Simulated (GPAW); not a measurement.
Band structure of Y (P6_3/mmc, 2 atoms in the cell).

```
Y
1.0
    1.82500    -3.16099     0.00000
    1.82500     3.16099     0.00000
    0.00000     0.00000     5.73000
Y
2
Direct
  0.33333   0.66667   0.25000
  0.66667   0.33333   0.75000
```

Level of theory: PBE, GPAW PAW datasets PBE (gpaw-data 1.0.1) (plane waves; GPAW).

Settings: mode = pw; ecut = 600 eV; xc = PBE; kpts = 10 10 6; mesh shift (steps) = 0 0 0; occupations.name = fermi-dirac; occupations.width = 0.1 eV; nbands = -8; convergence.density = 1e-05 e/electron; convergence.energy = 1e-05 eV/electron; symmetry.symmorphic = false; symmetry.tolerance = 0.0005; maxiter = 100; bandpath_npoints = 40.

The starting cell has typed, rounded lattice constants, without a prior relaxation at this level.

Levels in eV from the Fermi level, bands 7 to 14:
| point | 7 | 8 | 9 | 10 | 11 | 12 | 13 | 14 |
|---|---|---|---|---|---|---|---|---|
| Γ | -22.42 | -22.40 | -4.64 | -1.83 | 0.84 | 1.76 | 1.76 | 2.05 |
| M | -22.55 | -22.48 | -1.65 | -1.16 | -0.80 | -0.12 | 1.38 | 1.48 |
| K | -22.63 | -22.62 | -0.68 | -0.66 | -0.66 | -0.45 | 1.07 | 1.07 |
| A | -22.47 | -22.47 | -3.23 | -3.23 | 0.95 | 0.95 | 1.68 | 1.68 |
| L | -22.54 | -22.54 | -1.62 | -1.62 | 0.07 | 0.07 | 1.36 | 1.36 |
| H | -22.49 | -22.49 | -0.38 | -0.38 | -0.36 | -0.36 | 0.40 | 0.40 |

Bands cross the Fermi level along this path, so the cell is metallic at this level.
